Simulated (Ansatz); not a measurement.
Take TiC in the rock salt structure (space group Fm-3m, No. 225; a = 4.2930 Å; relaxed with 0.1 eV smearing) as the base. Axes: x, y, z lie along the cube axes.

Calculations: PBEsol (Ansatz, a first-principles code, PAW, scalar-relativistic without spin-orbit coupling), earlier PAW set.

Strains are applied to the cell and any free atomic positions relax; under biaxial strain the out-of-plane vector relaxes too.

One change was made to it. Results:

The pressure goes from zero to -10.6 GPa; the energy rises by 15 meV/atom; the band gap stays zero.

### Question
Which change produced these results?
(A) biaxial strain +0.21 %, plane normal [001], relaxed out of plane
(B) isotropic strain +1.45 %
(C) isotropic strain +5.04 %

### Answer
B, isotropic strain +1.45 %. For comparison, the energy relative to the base in the other runs: biaxial strain +0.21 %, plane normal [001], relaxed out of plane gives +0.2 meV/atom; isotropic strain +5.04 % gives +163 meV/atom.

Stability against distortions was not tested. The final runs are not spin-polarised.
